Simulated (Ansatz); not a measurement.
The parent structure is TiO2 in the anatase structure (space group I4_1/amd, No. 141; a = 3.770 Å, c = 9.552 Å). Axes: x, y, z lie along a, b, c of the conventional cell.

All numbers come from Kohn–Sham DFT with the PBEsol functional, run in Ansatz (an electronic-structure program) with PAW and 420 eV plane waves, no SOC.

Strains are applied to the cell and any free atomic positions relax.

One change was made to it. Results:

| quantity | base | after |
|---|---|---|
| band gap | 2.11 eV | 2.10 eV |
| pressure (mean of the normal stresses, compression positive) | 0.00 GPa | -1.29 GPa |
| energy relative to the base (free energy F) | 0 meV/atom | +0.4 meV/atom |

Q: Name the change that was made.
A) uniaxial strain ε_xx = +1.80 %
B) uniaxial strain ε_xx = +0.60 %
C) uniaxial strain ε_xx = +2.40 %
D) uniaxial strain ε_xx = +1.20 %

A: B, uniaxial strain ε_xx = +0.60 %. For comparison, the energy relative to the base in the other runs: uniaxial strain ε_xx = +2.40 % gives +6.7 meV/atom; uniaxial strain ε_xx = +1.20 % gives +1.7 meV/atom; uniaxial strain ε_xx = +1.80 % gives +3.9 meV/atom.

Gaps are read on the SCF mesh and a high-symmetry path. Whether these cells are dynamically stable was not tested. The final runs are not spin-polarised.
